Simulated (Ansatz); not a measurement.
A self-consistent single point of Al2Ru (C2, 6 atoms in the cell) with Ansatz (a program for electronic structure).

Computed with LDA (PW92), default PAW files made with PBE (plane waves; Ansatz).

The change in words: lattice scaled by 0.98; scf.occupations.width: 0.1 eV → 0.05 eV. Reference geometry:
```yaml
crystal:
  lattice:
    - [0.00000, 4.00978, 4.41348]
    - [2.36424, 0.00000, 4.41348]
    - [2.36424, 4.00978, 0.00000]
  atoms:
    - { symbol: Al, position: [0.07906, 0.42094, 0.07906] }
    - { symbol: Al, position: [0.42094, 0.07906, 0.42094] }
    - { symbol: Al, position: [0.17094, 0.82906, 0.17094] }
    - { symbol: Al, position: [0.82906, 0.17094, 0.82906] }
    - { symbol: Ru, position: [0.75566, 0.75566, 0.74434] }
    - { symbol: Ru, position: [0.50000, 0.50000, 0.50000] }
```

Reference input (self-consistent single point, DFT, LDA (PW92), plane waves, default PAW files made with PBE): basis.ecutwfc = 420 eV; kpoints.mp_grid.grid = 7 7 7; hamiltonian.xc = lda; hamiltonian.pseudopotentials = {kind: paw} (the program's default PAW files); scf.occupations.method = fermi_dirac; scf.occupations.width = 0.1 eV. This run's input differs from it in these lines:

Ansatz 0.2 input:
```diff
@@ -3,5 +3,5 @@
   lattice:
-    - [0.000000, 4.009784, 4.413483]
-    - [2.364237, 0.000000, 4.413483]
-    - [2.364237, 4.009784, 0.000000]
+    - [0.000000, 3.929588, 4.325213]
+    - [2.316952, 0.000000, 4.325213]
+    - [2.316952, 3.929588, 0.000000]
   atoms:
@@ -21,3 +21,3 @@
 scf:
-  occupations: { method: fermi_dirac, width: 0.1 eV }
+  occupations: { method: fermi_dirac, width: 0.05 eV }
 output:
```

Output, abridged:

```
SCF iter   1: F=—  HF=-13572.300058 eV  |F-HF|=—  |Δ(HF+E_count)|=         —  Δρ=6.32e-3  dr2=2.37e-2  ethr=1.77e-3  ⟨swp⟩=7.1  Hψ=13377  notcnv=0
all-band conjugate gradients solve this SCF's bands
preconditioner: auto → none
SCF iter   2: F=—  HF=-13572.296278 eV  |F-HF|=—  |Δ(HF+E_count)|=   3.78e-3  Δρ=2.56e-3  dr2=2.11e-3  ethr=5.38e-5  ⟨swp⟩=1.9  Hψ=4773  notcnv=0  defer=4
SCF iter   3: F=—  HF=-13572.296043 eV  |F-HF|=—  |Δ(HF+E_count)|=   2.35e-4  Δρ=5.40e-4  dr2=9.08e-5  ethr=4.79e-6  ⟨swp⟩=1.7  Hψ=4056  notcnv=0  defer=4
SCF iter   4: F=—  HF=-13572.296050 eV  |F-HF|=—  |Δ(HF+E_count)|=   6.94e-6  Δρ=1.21e-4  dr2=2.82e-5  ethr=2.06e-7  ⟨swp⟩=2.0  Hψ=4385  notcnv=0  defer=4
SCF iter   5: F=—  HF=-13572.296042 eV  |F-HF|=—  |Δ(HF+E_count)|=   7.95e-6  Δρ=3.51e-5  dr2=7.25e-7  ethr=6.41e-8  ⟨swp⟩=2.0  Hψ=4092  notcnv=0  defer=4
SCF iter   6: F=-13572.296042 eV  HF=-13572.296042 eV  |F-HF|=9.61e-9  |Δ(HF+E_count)|=   6.16e-8  Δρ=6.85e-6  dr2=2.54e-8  ethr=2.27e-10  ⟨swp⟩=6.3  Hψ=12388  notcnv=0
SCF 1 converged in 6 iterations: F = -13572.296042 eV  dr2 = 2.54e-8
Free energy (F): -13572.296042 eV
Internal energy: -13572.295106 eV  (E = F + TS)
E sigma→0 (E₀):  -13572.295574 eV
Entropy (-TS):   -0.000935 eV (-0.156 meV/atom)
Fermi energy:    14.718704 eV
--- Forces (eV/Å), atoms counted from 1 ---
  atom   1  Al    -0.01904185     0.00764371     0.06079645
  atom   2  Al     0.01904185    -0.00764371     0.06079645
  atom   3  Al    -0.11654040    -0.01704202     0.23653890
  atom   4  Al     0.11654040     0.01704202     0.23653890
  atom   5  Ru     0.00000000    -0.00000000    -0.87334331
  atom   6  Ru    -0.00000000     0.00000000     0.27884136
--- Stress (GPa, compression-positive) ---
        3.965797       0.003044      -0.000000
        0.003044       3.830879       0.000000
       -0.000000       0.000000       4.229590
  P = ⅓ Tr σ = 4.0088 GPa (40.088 kbar)
  The stress holds the Pulay correction. Without it, at fixed plane waves, as pw.x and ABINIT print it: P = 3.9554 GPa
```

The run converged in 6 iterations. Against the reference run the free energy goes down by 9.1 meV/atom, the pressure goes from -7.06 to 4.01 GPa and the largest force goes from 0.712 to 0.873 eV/Å.

The starting cell comes from a database of computed structures (which also holds hypothetical and non-ambient phases and stackings), without a prior relaxation at this level. Its lattice was rescaled by up to half a per cent. One atom was moved a little off its site on purpose. For this run, on top of that: lattice scaled by 0.98. Spin polarisation is off. With a pressure of about 4 GPa the cell is away from its equilibrium volume at this level. Ansatz's pressure includes its estimate of the finite-basis (Pulay) stress.
